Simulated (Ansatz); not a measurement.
Be: response to strain

Base system: Be in the hcp (Mg type) structure (space group P6_3/mmc, No. 194; a = 2.255 Å, c = 3.558 Å; relaxed with 0.1 eV smearing). Axes: x lies along a and z along c of the hexagonal cell.

Strains are applied to the cell and any free atomic positions relax; under biaxial strain the out-of-plane vector relaxes too.

The values are results of PBEsol (Ansatz, an electronic-structure program, PAW, no spin-orbit coupling), not measurements.

```json
[
 {"biaxial strain, plane normal [001], relaxed out of plane (%)": "0", "out-of-plane strain (%)": "0.00"},
 {"biaxial strain, plane normal [001], relaxed out of plane (%)": "0.5", "out-of-plane strain (%)": "-0.03"},
 {"biaxial strain, plane normal [001], relaxed out of plane (%)": "1", "out-of-plane strain (%)": "-0.06"},
 {"biaxial strain, plane normal [001], relaxed out of plane (%)": "1.5", "out-of-plane strain (%)": "-0.09"},
 {"biaxial strain, plane normal [001], relaxed out of plane (%)": "2", "out-of-plane strain (%)": "-0.13"},
 {"biaxial strain, plane normal [001], relaxed out of plane (%)": "2.5", "out-of-plane strain (%)": "?"},
 {"biaxial strain, plane normal [001], relaxed out of plane (%)": "3", "out-of-plane strain (%)": "-0.23"}
]
```

Q: Fit ε⊥ = −νε + γε² (strains in %) to the rows shown and predict the withheld row.

A: Least squares on the printed values gives ν = 0.05 (the biaxial Poisson response) and γ = -0.010 (largest residual 0.00 %); this predicts -0.18 %, and the run gives -0.17 %, in agreement.

No phonon test of stability was made.
